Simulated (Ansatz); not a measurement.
An Ansatz (an electronic-structure program) input (Ansatz, r2SCAN, PAW, cutoff 500 eV, spin-orbit coupling left out, earlier PAW set):

Ansatz 0.2 input:
```yaml
crystal:
  lattice:
    - [-4.2333176396, 0, 0]
    - [0, 0, 4.2333176396]
    - [0, 4.2333176396, 0]
  atoms:
    - { symbol: N, position: [0, 0, 0] }
    - { symbol: N, position: [0.5, 0, 0.5] }
    - { symbol: N, position: [0.5, 0.5, 0] }
    - { symbol: N, position: [0, 0.5, 0.5] }
    - { symbol: Ti, position: [0.5, 0.5, 0.5] }
    - { symbol: Ti, position: [0, 0.5, 0] }
    - { symbol: Ti, position: [0, 0, 0.5] }
    - { symbol: Ti, position: [0.5, 0, 0] }
    - { symbol: Ti, position: [0.1666666667, 0.25, 0.25] }
basis: { ecutwfc: 500, ecutrho_ratio: 4, xc_grid: 4, fft_grid_basis: typed }
kpoints: { mp_grid: { grid: [8, 8, 8] } }
hamiltonian:
  xc: r2scan
  dispersion: none
  pseudopotentials: { azcp: { folder: ./paw }, kind: paw }
scf: { occupations: { method: fermi_dirac, width: 0.05 }, convergence: { dr2_threshold: 0.0000000009 } }
relax: { f_tol: 0.02, max_steps: 45 }
output: { forces: true, stress: true }
checkpoint: { write: state.ck, write_every: 1000 }
```

Question: Which symmetry and how many k-points will the program report, and about how many plane waves at Γ?

Answer: Space group Cmm2 (ITA 35) with 4 operations, k-points 105 of 512, and 1935 plane waves at Γ.

Question: And the final pressure?

Answer: 89.84 GPa (compression positive).

The cell is small, so the values are those of an ordered compound at a high defect concentration; dilute-limit values will differ. The defect started on the symmetric site and kept its symmetry, so it may sit on a saddle. The final runs are not spin-polarised. The cell was made from TiN in the rock salt structure (space group Fm-3m, No. 225) by this change: Ti interstitial (started 1.65 Å from the nearest host atom). The defect cell is not spin-polarised.
